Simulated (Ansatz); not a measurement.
## A series of runs on LaGaO₃ (Pm-3m, 5 atoms in the cell)

LaGaO3 has the cubic space group Pm-3m (No. 221), the cubic perovskite structure, Pearson symbol cP5. Conventional cell: a = 3.8333 Å, b = 3.8333 Å, c = 3.8333 Å, α = 90.00°, β = 90.00°, γ = 90.00°. La on 1a is surrounded by 12 O at 2.711 Å (cuboctahedral). Ga on 1b has 6 O at 1.917 Å (octahedral). O on 3c has 2 Ga at 1.917 Å and 4 La at 2.711 Å (octahedral). (Neighbours: up to the widest gap in distance over summed covalent radii, below 1.35, at either atom; cation-cation and far metal-metal contacts left out.)

Base run A: r2SCAN, default PAW files made with PBE (Ansatz, an electronic-structure program), self-consistent single point.

Its settings: kpoints.mp_grid.grid = 9 9 9; hamiltonian.xc = r2scan; hamiltonian.pseudopotentials = {kind: paw} (the program's default PAW files); scf.occupations.method = cold; scf.occupations.width = 0.0037 Ry.

The starting cell was generated: these elements placed on a structure prototype, without a prior relaxation; it need not be a known phase or ordering of this composition. In the base run, with a pressure of about 8 GPa the cell is away from its equilibrium volume at this level. Ansatz's pressure includes its estimate of the finite-basis (Pulay) stress.

ΔF is the free energy per atom less that of run A. 

| run | scf.mixing.algorithm, scf.mixing.beta | ΔF (meV/atom) | pressure (GPa) | iterations |
|---|---|---|---|---|
| A | default (the program chose MSR1), default | 0.00 | 7.57 | 8 |
| B | anderson, 0.02 | 0.00 | 7.57 | 18 |
| C | anderson, 0.05 | 0.00 | 7.57 | 16 |
| D | anderson, 0.1 | 0.00 | 7.57 | 12 |
| E | anderson, 0.2 | 0.00 | 7.57 | 11 |
| F | anderson, 0.3 | 0.00 | 7.57 | 9 |
| G | anderson, 0.5 | 0.00 | 7.57 | 8 |
| H | anderson, 0.7 | 0.00 | 7.57 | 8 |
| I | anderson, 0.9 | 0.00 | 7.57 | 8 |
| J | anderson, 1 | 0.00 | 7.57 | 8 |

Runs B, C, D, E, F, G, H, I, J ended on the same solution as A (within 1 meV/atom). The fewest iterations to that state were 8 (A, G, H, I, J); the most were 18.

Keys are those of Ansatz 0.2.
